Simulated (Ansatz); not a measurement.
A self-consistent single point of LuF3 (P3m1, 4 atoms in the cell) with Ansatz (a first-principles code).

Method: PBEsol, harder PAW files (source: ansatz) made with PBE (plane waves; Ansatz).

```xyz
4
Lattice="3.8273 0.0000 0.0000 -1.9137 3.3146 0.0000 0.0000 0.0000 4.2198" Properties=species:S:1:pos:R:3 pbc="T T T"
Lu     0.0000     0.0000     2.1599
F      0.0000     2.2097     2.5740
F      1.9137     1.1049     1.6458
F      0.0000     0.0000     0.0000
```

Reference input (self-consistent single point, DFT, PBEsol, plane waves, default PAW files made with PBE): basis.ecutwfc = 420 eV; kpoints.mp_grid.grid = 8 8 6; hamiltonian.xc = pbesol; hamiltonian.pseudopotentials = {kind: paw} (the program's default PAW files); scf.occupations.method = fixed. This run's input differs from it in these lines:

Ansatz 0.2 input:
```diff
@@ -12,3 +12,3 @@
 basis:
-  ecutwfc: 420.0
+  ecutwfc: 580.0
 kpoints:
@@ -17,3 +17,3 @@
   xc: pbesol
-  pseudopotentials: { kind: paw }
+  pseudopotentials: { kind: paw, source: ansatz }
 scf:
```

Output (repeated stretches shortened):

```
SCF iter   1: F=—  HF=-17042.155776 eV  |F-HF|=—  |Δ(HF+E_count)|=         —  Δρ=2.51e-1  dr2=3.17e1  ethr=3.10e-3  ⟨swp⟩=5.0  Hψ=6467  notcnv=0  defer=127
all-band conjugate gradients solve this SCF's bands
preconditioner: auto → Resta (q_TF=auto, 2.660 Å⁻¹)
SCF iter   2: F=—  HF=-17034.324539 eV  |F-HF|=—  |Δ(HF+E_count)|=    7.83e0  Δρ=8.07e-2  dr2=2.26e0  ethr=3.10e-3  ⟨swp⟩=5.2  Hψ=4262  notcnv=0  defer=120
   [... lines left out ...]
SCF iter   9: F=—  HF=-17032.894457 eV  |F-HF|=—  |Δ(HF+E_count)|=   2.01e-4  Δρ=2.85e-4  dr2=2.40e-5  ethr=3.50e-7  ⟨swp⟩=3.4  Hψ=2400  notcnv=0  defer=146
SCF iter  10: F=—  HF=-17032.894470 eV  |F-HF|=—  |Δ(HF+E_count)|=   1.24e-5  Δρ=3.49e-5  dr2=3.49e-7  ethr=5.21e-8  ⟨swp⟩=2.5  Hψ=2428  notcnv=0  defer=136
SCF iter  11: F=—  HF=-17032.894470 eV  |F-HF|=—  |Δ(HF+E_count)|=   4.98e-7  Δρ=2.46e-5  dr2=1.69e-7  ethr=2.17e-10  ⟨swp⟩=15.2  Hψ=9802  notcnv=0
SCF iter  12: F=-17032.894470 eV  HF=-17032.894470 eV  |F-HF|=1.48e-8  |Δ(HF+E_count)|=   9.09e-9  Δρ=2.56e-6  dr2=2.16e-9  ethr=2.17e-10  ⟨swp⟩=6.5  Hψ=6525  notcnv=0
SCF 1 converged in 12 iterations: F = -17032.894470 eV  dr2 = 2.16e-9
Free energy (F): -17032.894470 eV
Internal energy: -17032.894470 eV  (E = F + TS)
E sigma→0 (E₀):  -17032.894470 eV
Fermi energy:    6.031862 eV
--- Forces (eV/Å), atoms counted from 1 ---
  atom   1  Lu    -0.00000000    -0.00000000    -0.68982389
  atom   2  F      0.00000000     0.00000000     0.12417063
  atom   3  F      0.00000000    -0.00000000     0.04217737
  atom   4  F      0.00000000     0.00000000     0.52346257
--- Stress (GPa, compression-positive) ---
        2.828379       0.000000       0.000000
        0.000000       2.828379       0.000000
        0.000000       0.000000       4.654473
  P = ⅓ Tr σ = 3.4371 GPa (34.371 kbar)
  The stress holds the Pulay correction. Without it, at fixed plane waves, as pw.x and ABINIT print it: P = -33.4962 GPa
```

The run converged in 12 iterations. Against the reference run the pressure hardly changes (3.53 to 3.44 GPa), the largest force moves little (0.692 to 0.690 eV/Å) and the gap on the mesh goes from 6.642 to 6.603 eV.

The starting cell comes from a database of computed structures (which also holds hypothetical and non-ambient phases and stackings), without a prior relaxation at this level. Its lattice was rescaled by up to half a per cent. One atom was moved a little off its site on purpose. Spin-orbit coupling is off. Ansatz's pressure includes its estimate of the finite-basis (Pulay) stress. Without the estimate this run gives -33.50 GPa. The cutoff lies below the one recommended for these files.
